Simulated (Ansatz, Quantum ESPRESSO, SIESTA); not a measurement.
Code comparison for LaSi3Ru (I4mm, 5 atoms in the cell)

Self-consistent single point.

```xyz
5
Lattice="-2.1327 2.1327 4.9822 2.1327 -2.1327 4.9822 2.1327 2.1327 -4.9822" Properties=species:S:1:pos:R:3 pbc="T T T"
La     0.0000     0.0000     9.9574
Si     0.0000     0.0000     4.1625
Si     2.1327     0.0000     2.5973
Si     0.0000     2.1327     2.5973
Ru     0.0000     0.0000     6.5332
```

All programs got the same cell, k-point mesh and kind of occupations (in Ansatz's words: kpoints.mp_grid.grid = 9 9 9; scf.occupations.method = gaussian; scf.occupations.width = 0.05 eV); potentials, basis and cutoffs are each program's usual ones.

```
code                                                                                                                                      model  pressure (GPa)  largest force (eV/Å)  k-points       cutoff
----------------  -----------------------------------------------------------------------------------------------------------------------------  --------------  --------------------  --------  -----------
Quantum ESPRESSO                                                                           PBEsol, GBRV 1.5 ultrasoft (PBESOL) pseudopotentials           -3.00                 0.091        75        40 Ry
Ansatz                                                                                                          PBEsol, PAW files made with PBE           -3.01                 0.088        75      default
SIESTA            GGA PBEsol, numerical atomic orbitals DZP, PseudoDojo PBEsol standard norm-conserving potentials (rewritten from UPF to PSML)           -1.28                 0.118       365  grid 400 Ry
```

Size of the force on each atom (eV/Å): Sizes of forces hide their directions.

```csv
code,La1,Si2,Si3,Si4,Ru5
Quantum ESPRESSO,0.010,0.091,0.040,0.040,0.001
Ansatz,0.014,0.088,0.032,0.032,0.010
SIESTA,0.055,0.118,0.095,0.095,0.017
```

The spread over the programs that give each value: pressure within 1.73 GPa; largest force within 0.030 eV/Å.

The starting cell comes from a database of computed structures (which also holds hypothetical and non-ambient phases and stackings), without a prior relaxation at this level. On Ansatz's run: Spin polarisation is off.

### Question
Why do the programs differ, and what cannot be compared?

### Answer
Differences of this kind can come from the potentials, where these differ, and from what each basis and cutoff leave unconverged. The zero of total energies and Fermi levels follows the potentials and each program's conventions, so they are not compared here. SIESTA uses small atom-centred bases, whose incompleteness enters pressures, forces and empty levels differently from a plane-wave cutoff. Ansatz's pressure is given at a fixed set of plane waves, as the other plane-wave codes print theirs; with its correction for the finite basis it is -2.97 GPa. The programs reduce the same mesh by symmetry to different extents, which changes the work and not the result. In the pressure, SIESTA (by 1.73) lies more than 1 GPa from the median of the plane-wave programs.

Left out of this page: ABINIT and FLEUR (stopped by limits of time or memory).

Ansatz is a first-principles code.

Keys are those of Ansatz 0.2.
